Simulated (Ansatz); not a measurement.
Results of rVV10 in Ansatz (PAW) for rutile MgH2.

Numerical settings: plane-wave cutoff 520 eV, 8×8×12 k mesh (along the axes of the cell as run), Fermi–Dirac smearing 0.01 eV, scalar-relativistic PAW data made under PBE.

The cell is scaled about its equilibrium volume:

Shape and atoms are relaxed at each volume.

```csv
V (Å³/atom),P (GPa),direct gap at Γ (eV),smallest gap on the k mesh (eV),c (Å)
9.730,2.21,5.229,3.946,2.976
9.933,1.06,5.251,3.928,2.989
10.136,0.00,5.274,3.907,3.001
10.338,-0.97,5.299,3.886,3.013
10.541,-1.85,5.324,3.865,3.025
```

The fundamental gap (3.87 eV at the equilibrium volume, with added k points) lies elsewhere than Γ–Γ.

Note: the bulk modulus comes from volumes at which shape and atoms were relaxed.

Ansatz is a program for electronic structure.
